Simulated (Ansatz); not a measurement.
Pressure series in WB2

Start from WB2 (space group P6_3/mmc, No. 194).

```xyz
12
Lattice="3.0026 0.0000 0.0000 -1.5013 2.6003 0.0000 0.0000 0.0000 13.9240" Properties=species:S:1:pos:R:3 pbc="T T T"
B      0.0000     1.7335     7.2885
B      1.5013     0.8668     6.6356
B      1.5013     0.8668     0.3264
B      0.0000     1.7335    13.5976
B      0.0000     0.0000     3.4810
B      0.0000     0.0000    10.4430
B      1.5013     0.8668     3.4810
B      0.0000     1.7335    10.4430
W      0.0000     1.7335     1.8886
W      1.5013     0.8668    12.0355
W      1.5013     0.8668     8.8506
W      0.0000     1.7335     5.0735
```

Cell and atoms are relaxed at each pressure.

Calculations: Ansatz (a first-principles code), PBEsol, PAW, cutoff 420 eV, no spin-orbit coupling.

```json
[
 {"P (GPa)": "-1.98", "V (Å³/atom)": "9.114"},
 {"P (GPa)": "-0.98", "V (Å³/atom)": "9.086"},
 {"P (GPa)": "0.30", "V (Å³/atom)": "9.052"},
 {"P (GPa)": "0.70", "V (Å³/atom)": "9.041"},
 {"P (GPa)": "1.49", "V (Å³/atom)": "9.020"},
 {"P (GPa)": "2.99", "V (Å³/atom)": "8.980"},
 {"P (GPa)": "4.99", "V (Å³/atom)": "8.929"},
 {"P (GPa)": "7.49", "V (Å³/atom)": "8.868"},
 {"P (GPa)": "9.99", "V (Å³/atom)": "8.808"}
]
```

### Question
Fit a third-order Birch–Murnaghan equation of state.

### Answer
Least squares on P(V) = (3B₀/2)[(V₀/V)^(7/3) − (V₀/V)^(5/3)]·[1 + (3/4)(B₀′ − 4)((V₀/V)^(2/3) − 1)] gives V₀ = 9.06 Å³/atom, B₀ = 335 GPa and B₀′ = 4.0.

Load acts through the strain it causes; cell and atoms are relaxed under it. Stability against distortions was not tested. No other phases were tried under pressure. The final runs are not spin-polarised.
